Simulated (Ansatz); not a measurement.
The starting structures come from a database of crystals and need not be the phases stable at ambient conditions.

By PBEsol, the system below comes out a metal.

The ballistic (Sharvin) conductance counts the channels at the Fermi level: G/A = (e²/h) × channels of both spins per area.

Input:

```
CELL_PARAMETERS angstrom
      3.67370     0.00000     0.00000
      0.00000     6.18612     0.00000
      1.83685     3.09306     1.83685
ATOMIC_POSITIONS crystal
  Y  0.00000 0.00000 0.00000
  C  0.00000 0.39531 0.00000
  C  0.00000 0.60469 0.00000
```

Space group of this cell: I4/mmm. The cell is taken as given; by PBEsol its mean pressure is -3.1 GPa.

The current flows along the normal of the first two printed cell vectors, the (100) plane of the conventional cell. No spin-orbit coupling; the value is a mean over 0.1 eV about the Fermi level.

**Question.** Predict the ballistic conductance per area from PBEsol run with Ansatz (a first-principles code).

**Answer.** 0.69 × 10¹⁵ S/m² for both spins.
